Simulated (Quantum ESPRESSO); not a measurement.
Worked example: self-consistent single point of Pt (Fm-3m, 1 atom in the cell) in Quantum ESPRESSO.

Method of the run: PBEsol, PSlibrary PAW (PBE) pseudopotentials (plane waves; Quantum ESPRESSO).

```yaml
crystal:
  lattice:
    - [-1.97158, 0.00000, 1.97158]
    - [0.00000, 1.97158, 1.97158]
    - [-1.97158, 1.97158, 0.00000]
  atoms:
    - { symbol: Pt, position: [0.00000, 0.00000, 0.00000] }
```

Reference input (self-consistent single point, DFT, PBE, plane waves, PSlibrary PAW (PBE) pseudopotentials): ecutwfc = 45 Ry; ecutrho = 450 Ry; occupations = smearing; smearing = marzari-vanderbilt; degauss = 0.0147 Ry; potentials = {Pt: Pt.pbe-n-kjpaw_psl.1.0.0.UPF}; K_POINTS = automatic 19 19 19 0 0 0; conv_thr = 1e-11 Ry; mixing_beta = 0.3. This run's input differs from it in these lines:

```diff
@@ -18,2 +18,3 @@
   degauss = 0.0147
+  input_dft = 'pbesol'
 /
```

Output (repeated stretches shortened):

```
     Self-consistent Calculation

     iteration #  1     ecut=    45.00 Ry     beta= 0.30

     Threshold (ethr) on eigenvalues was too large:
     Diagonalizing with lowered threshold

     total energy              =    -737.15810023 Ry
     estimated scf accuracy    <       0.07548436 Ry

     iteration #  2     ecut=    45.00 Ry     beta= 0.30

     total energy              =    -737.15481899 Ry
     estimated scf accuracy    <       0.01549817 Ry

     iteration #  3     ecut=    45.00 Ry     beta= 0.30

     total energy              =    -737.15965800 Ry
     estimated scf accuracy    <       0.00085314 Ry

   [... 11 blocks of this kind left out ...]

     iteration # 15     ecut=    45.00 Ry     beta= 0.30

     total energy              =    -737.15997649 Ry
     estimated scf accuracy    <          2.8E-11 Ry

     iteration # 16     ecut=    45.00 Ry     beta= 0.30
     End of self-consistent calculation

     Number of k-points >= 100: set verbosity='high' to print the bands.

     the Fermi energy is    17.1382 ev

!    total energy              =    -737.15997649 Ry
     estimated scf accuracy    <          2.9E-12 Ry
     smearing contrib. (-TS)   =      -0.00024072 Ry
     internal energy E=F+TS    =    -737.15973577 Ry

     convergence has been achieved in  16 iterations

     Forces acting on atoms (cartesian axes, Ry/au):

     atom    1 type  1   force =     0.00000000    0.00000000    0.00000000

     Total force =     0.000000     Total SCF correction =     0.000000

          total   stress  (Ry/bohr**3)                   (kbar)     P=      -40.91
  -0.00027809  -0.00000000   0.00000000          -40.91       -0.00        0.00
  -0.00000000  -0.00027809   0.00000000           -0.00      -40.91        0.00
  -0.00000000   0.00000000  -0.00027809           -0.00        0.00      -40.91

   JOB DONE.
```

The run converged in 16 iterations. Against the reference run the pressure goes from 6.43 to -4.09 GPa.

The starting cell comes from a database of computed structures (which also holds hypothetical and non-ambient phases and stackings), without a prior relaxation at this level. Spin polarisation is off. With a pressure of about -4 GPa the cell is away from its equilibrium volume at this level.

Cost on one core of a shared machine: roughly 50 s.
